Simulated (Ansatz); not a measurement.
## Response to strain in Os

The reference is Os in the hcp (Mg type) structure (space group P6_3/mmc, No. 194; a = 2.729 Å, c = 4.309 Å; relaxed with 0.1 eV smearing). Axes: x lies along a and z along c of the hexagonal cell.

Strains are applied to the cell and any free atomic positions relax.

All numbers come from Ansatz (an electronic-structure program), PBEsol, PAW, cutoff 420 eV, no spin-orbit coupling.

Notes on the quantities. energy relative to the base: free energy F; pressure: mean of the normal stresses, compression positive.

| change | shortest interatomic distance | energy relative to the base | pressure |
|---|---|---|---|
| base | 2.669 Å | 0 meV/atom | 0.0 GPa |
| tensor shear ε_xz = +1.71 % | 2.633 Å | +14 meV/atom | 0.5 GPa |
| tensor shear ε_xz = +0.57 % | (withheld) | +1.6 meV/atom | 0.1 GPa |
| tensor shear ε_xz = +0.29 % | 2.663 Å | +0.4 meV/atom | 0.0 GPa |
| tensor shear ε_xz = +1.43 % | 2.639 Å | +9.8 meV/atom | 0.3 GPa |
| tensor shear ε_xz = +0.86 % | 2.651 Å | +3.5 meV/atom | 0.1 GPa |
| tensor shear ε_xz = +2.00 % | 2.627 Å | (withheld) | 0.7 GPa |
| tensor shear ε_xz = +1.14 % | 2.645 Å | +6.2 meV/atom | 0.2 GPa |

Problem. What belongs in the blanks?

Solution. 
- tensor shear ε_xz = +0.57 %, shortest interatomic distance: 2.657 Å
- tensor shear ε_xz = +2.00 %, energy relative to the base: +19 meV/atom

Whether these cells are dynamically stable was not tested. The final runs are not spin-polarised.
